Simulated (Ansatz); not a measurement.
The structure below was relaxed with Ansatz (a program for electronic structure), PBE, PAW, cutoff 420 eV, without spin-orbit coupling, at pressure 1.5 GPa.

```
MgSe
1.0
    0.00000     2.73264     2.73264
    2.73264     0.00000     2.73264
    2.73264     2.73264     0.00000
Se Mg
1 1
Direct
  0.00000   0.00000   0.00000
  0.50000   0.50000   0.50000
```

Q: Find the space group and the Wyckoff positions.

A: Space group Fm-3m (No. 225); a = b = c = 5.465 Å, α = β = γ = 90.00°

```
atom  site  symmetry       x       y       z
----  ----  --------  ------  ------  ------
Se      4a      m-3m  0.0000  0.0000  0.0000
Mg      4b      m-3m  0.5000  0.5000  0.5000
```

Q: Describe the coordination.

A: The crystal has 8 atoms in its conventional cell. Lattice parameters: a = 5.4653 Å, b = 5.4653 Å, c = 5.4653 Å, α = 90.00°, β = 90.00°, γ = 90.00°. Se sees 6 Mg at 2.733 Å (octahedral). Mg sees 6 Se at 2.733 Å (octahedral). (Neighbours: up to the widest gap in distance over summed covalent radii, below 1.35, at either atom; cation-cation and far metal-metal contacts left out.)

Load acts through the strain it causes; cell and atoms are relaxed under it. Stability against distortions was not tested. The cell was made from MgSe in the rock salt structure (space group Fm-3m, No. 225) by this change: pressure 1.5 GPa.
